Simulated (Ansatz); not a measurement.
The reference is HfO2 (space group P4_2/nmc, No. 137; a = 3.567 Å, c = 5.166 Å). Axes: x, y, z lie along a, b, c of the conventional cell.

Method: Kohn–Sham DFT with the PBEsol functional, run in Ansatz (a first-principles code) with PAW and 420 eV plane waves, no spin-orbit coupling.

For the base:

- Band gap = 4.57 eV
- Shortest interatomic distance = 2.061 Å

Perturbation: compressive biaxial strain of 2.42 % in the plane normal to [001], as in epitaxy on a mismatched substrate; the out-of-plane cell vector and the atoms relax.

**Question.** Predict the new band gap.

**Answer.** The band gap decreases by 0.06 eV to 4.51 eV.

**Question.** How does this affect the out-of-plane strain?

**Answer.** The out-of-plane strain amounts to +1.29 %.

**Question.** What does the calculation give for the shortest interatomic distance after the change?

**Answer.** The shortest interatomic distance drops by 0.025 Å, from 2.061 Å to 2.036 Å.

With Hf present, leaving out spin-orbit coupling can change the band edges. Whether these cells are dynamically stable was not tested. This is not the structure that HfO2 has at room temperature and ambient pressure.
